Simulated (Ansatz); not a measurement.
# Response to strain in ZnO

Start from ZnO in the wurtzite structure (space group P6_3mc, No. 186; a = 3.279 Å, c = 5.294 Å).

Strains are applied to the cell and any free atomic positions relax.

Computed with Kohn–Sham DFT with the PBE functional, run in Ansatz (a quantum-chemistry and plane-wave program) with PAW and 420 eV plane waves, without spin-orbit coupling.

```tsv
isotropic strain (%)	band gap (eV)
0	0.74
0.6	0.72
1.2	?
1.8	0.66
3	0.61
```

### Question
Fit E_g = E₀ + Dε (ε in %) to the rows shown and predict the withheld row.

### Answer
Least squares on the printed values gives E₀ = 0.74 eV, D = -44.4 meV per % of strain (largest residual 0.00 eV); this predicts 0.69 eV, and the run gives 0.69 eV, in agreement.

Stability against distortions was not tested.
